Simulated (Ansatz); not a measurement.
# Predicting a run: wurtzite AlN (P6_3mc), hydrostatic pressure (both signs)

Cell and atoms relaxed with PBEsol to each stress σ (compression positive); gaps by r2SCAN with spin-orbit coupling, rigid bands (plane waves, PAW; Ansatz, a program for electronic structure). Unloaded cell: a = 3.114 Å, b = 3.114 Å, c = 4.984 Å, α = 90.00°, β = 90.00°, γ = 120.00°.

| σ (GPa) | ln(V/V₀) (%) | gap (eV) |
|---|---|---|
| 0 | 0 | 4.820 |
| -13.50 | 7.85 | 4.142 |
| -9.00 | 4.94 | 4.392 |
| -4.50 | 2.35 | 4.616 |
| 4.50 | -2.16 | 5.008 |
| 18.00 | -7.76 | 5.497 |

Problem. Fit E_g = 4.820 eV + aσ + bσ² and ε = cσ + dσ² to the loaded rows by least squares.

Solution. a = 0.0446 eV/GPa, b = -3.92e-04 eV/GPa²; c = -0.514 %/GPa, d = 0.00466 %/GPa².

Problem. One run was withheld, at σ = 9.00 GPa. Predict its gap and its ln(V/V₀), then set them beside the run.

Solution. E_g = 4.820 + (0.0446)(9.00) + (-3.92e-04)(9.00)² = 5.190 eV and ε = (-0.514)(9.00) + (0.00466)(9.00)² = -4.25 %. The run gave 5.183 eV and -4.15 %, misses of 0.007 eV and 0.10 percentage points.

Gaps are resolved to about 0.01 eV; third decimals are kept for the arithmetic. Every relaxation keeps the wurtzite phase (space group P6_3mc under this load), so a transition, a distortion that breaks the symmetry or fracture can't show.
